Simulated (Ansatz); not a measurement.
# Short convergence ladders for YSn3 (P4mm, 4 atoms in the cell)

```
CELL_PARAMETERS angstrom
      4.71443     0.00000     0.00000
      0.00000     4.71443     0.00000
      0.00000     0.00000     4.71443
ATOMIC_POSITIONS crystal
  Y  0.00000 0.00000 0.01061
  Sn 0.50000 0.50000 0.00000
  Sn 0.00000 0.50000 0.50000
  Sn 0.50000 0.00000 0.50000
```

Base method: LDA (PW92), default PAW files made with PBE (plane waves; Ansatz, an electronic-structure program).

Base settings: basis.ecutwfc = 30.9 Ry; kpoints.mp_grid.grid = 5 5 5; hamiltonian.xc = lda; hamiltonian.pseudopotentials = {kind: paw} (the program's default PAW files); scf.occupations.method = fermi_dirac; scf.occupations.width = 0.0073 Ry.

The count of work is k-points × plane waves × bands × iterations; it is no time. 

**The cutoff for other potential files**

Level: DFT, LDA (PW92), plane waves, harder PAW files (source: ansatz) made with PBE.

In this ladder: hamiltonian.pseudopotentials = {kind: paw, source: ansatz}.

The second cell is the first with its lattice scaled by 0.98.

The mesh stays at the base's, so the ladder's end is converged at best in this setting alone.

The first pressure column holds Ansatz's estimate of the finite-basis (Pulay) stress, which hides part of the cutoff error; the other is without it.

Only quantities that move along the ladder and can be compared are tabulated.

```csv
basis.ecutwfc,free energy less the last step's (meV/atom),energy of the compressed cell less the first (meV/atom),pressure (GPa),pressure without the Pulay estimate (GPa),largest difference of a force vector from the last step's (eV/Å),count of work / last
21.3 Ry,26802.07,96.10,-2.75,-823.00,0.052,0.11
25.7 Ry,5426.48,5.31,-4.63,-219.43,0.009,0.14
33.1 Ry,271.37,-22.95,-4.06,-20.21,0.001,0.21
40.1 Ry,9.38,-23.03,-4.05,-4.81,0.000,0.27
47 Ry,1.05,-23.01,-4.04,-4.06,0.000,0.31
56.6 Ry,0.67,-23.01,-4.04,-4.05,0.000,0.46
70.6 Ry,0.15,-23.01,-4.04,-4.05,0.000,0.64
94.1 Ry,0.00,-23.00,-4.04,-4.04,0.000,1.0
```

Coarsest basis.ecutwfc that holds the pressure without the Pulay estimate within 0.5 GPa of the last step, with all finer ones: 47 Ry, at 0.31 of the last step's count of work; the step before is off by 0.77 GPa.

Coarsest basis.ecutwfc that holds the free energy within 5 meV/atom of the last step, with all finer ones: 47 Ry, at 0.31 of the last step's count of work; the step before is off by 9.4 meV/atom.

Coarsest basis.ecutwfc that holds the pressure within 0.1 GPa of the last step, with all finer ones: 33.1 Ry, at 0.21 of the last step's count of work; the step before is off by 0.59 GPa.

The energy difference between the two cells stays within 1 meV/atom of the last step's from 33.1 Ry on, the total only from 56.6 Ry on: much of the error is common to both cells and cancels.

At the lowest cutoff the pressure without the Pulay estimate lies 819 GPa under the last step's, the usual sign of Pulay stress in an incomplete plane-wave basis.

**The relaxed cell against the cutoff**

On YSn3 (Pm-3m, 4 atoms in the cell): atoms on their sites.

In this ladder: relax = cell and atoms.

The mesh stays at the base's, so the ladder's end is converged at best in this setting alone.

Only quantities that move along the ladder and can be compared are tabulated.

```tsv
basis.ecutwfc	relaxed volume (Å³/atom)	relaxation steps
15.4 Ry	24.780	33
18.4 Ry	24.422	17
21.7 Ry	24.456	9
26.1 Ry	24.464	5
30.9 Ry	24.447	5
37.1 Ry	24.443	5
46.3 Ry	24.444	5
61.7 Ry	24.443	5
```

Coarsest basis.ecutwfc that holds the relaxed volume within 0.024 Å³/atom of the last step, with all finer ones: 18.4 Ry; the step before is off by 0.34 Å³/atom.

At the lowest cutoff the cell relaxes to a volume 1.4 % larger than at the highest. Ansatz relaxes on a stress corrected for the finite basis.

On the base run: the starting cell comes from a database of computed structures (which also holds hypothetical and non-ambient phases and stackings), without a prior relaxation at this level. Its lattice was rescaled by up to half a per cent. One atom was moved a little off its site on purpose.

Keys are those of Ansatz 0.2.
